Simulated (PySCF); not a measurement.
PySCF 2.14.0, unrestricted PBE0/def2-svp, df: Al(Me)2(OSiOH3) triplet ([CH3][Al]([CH3])[O][Si](O)(O)O), charge 0, multiplicity 3, 17 atoms. The geometry is a generated start, not checked to be a minimum at this level.

```
Item                           Value
-------------------  ---------------
task                          energy
method                          pbe0
basis                       def2-svp
two-electron scheme  density fitting
mol.max_memory               3000 MB
mf.max_cycle                     100
mf.conv_tol          1e-09 (default)
mf.grids.level           3 (default)
basis functions                  165
grid points                   211200
```

```xyz
17

Al    -0.0106     1.0239     0.6405
C      1.1974     2.4474    -0.0610
H      2.2478     2.2025     0.1326
H      1.0143     3.4321     0.3707
H      1.1011     2.5396    -1.1483
C     -1.2634     1.0597     2.1974
H     -1.9170     0.1811     2.1925
H     -1.8974     1.9491     2.2103
H     -0.7268     1.0549     3.1494
O      0.0425    -0.4118    -0.2289
Si     0.0641    -1.8091    -1.0631
O      1.1815    -2.7771    -0.3977
O      0.3765    -1.4896    -2.6284
O     -1.3624    -2.5823    -0.9945
H      0.8973    -3.6361    -0.1024
H      1.1661    -1.0015    -2.8424
H     -2.1110    -2.1828    -1.4267
```

Charge 0 and multiplicity 3 are set for this test and not shown to be the ground state.

With the defaults (mf.init_guess = minao, mf.DIIS = CDIIS, mf.diis_space = 8, mf.level_shift = 0, mf.diis = true, newton = off) it converges in 49 Fock builds. One run each on 2 threads, 1 BLAS thread, with these changes:
- mf.DIIS = EDIIS
- mf.diis = false
- mf.diis_space = 20
- newton = Hessian by the SCF's own integrals
- mf.level_shift = 0.1 Hartree
- mf.DIIS = ADIIS
- mf.init_guess = atom
- mf.init_guess = sap
- mf.level_shift = 0.3 Hartree
- mf.init_guess = mod_huckel
- mf.level_shift = 1 Hartree

Name the settings that don't reach the solution of the defaults.

No convergence: mf.DIIS = EDIIS; mf.level_shift = 0.1 Hartree; mf.level_shift = 0.3 Hartree; mf.level_shift = 1 Hartree; mf.diis = false (the run ends without SCF convergence in 100 cycles). Another solution: mf.init_guess = atom (530 meV higher); mf.diis_space = 20 (530 meV higher). The rest reach the solution of the defaults.

| setting | Fock builds | end |
|---|---|---|
| mf.init_guess = mod_huckel | 21 | same solution |
| mf.init_guess = sap | 22 | same solution |
| mf.DIIS = ADIIS | 40 | same solution |
| the defaults | 49 | same solution |
| newton = Hessian by the SCF's own integrals | 101 | same solution |
| mf.init_guess = atom | 27 | other solution, 530 meV higher |
| mf.diis_space = 20 | 43 | other solution, 530 meV higher |
| mf.DIIS = EDIIS | 101 | no convergence |
| mf.level_shift = 0.1 Hartree | 101 | no convergence |
| mf.level_shift = 0.3 Hartree | 101 | no convergence |
| mf.level_shift = 1 Hartree | 101 | no convergence |
| mf.diis = false | 101 | no convergence |

Under newton the count holds the products with the orbital Hessian.
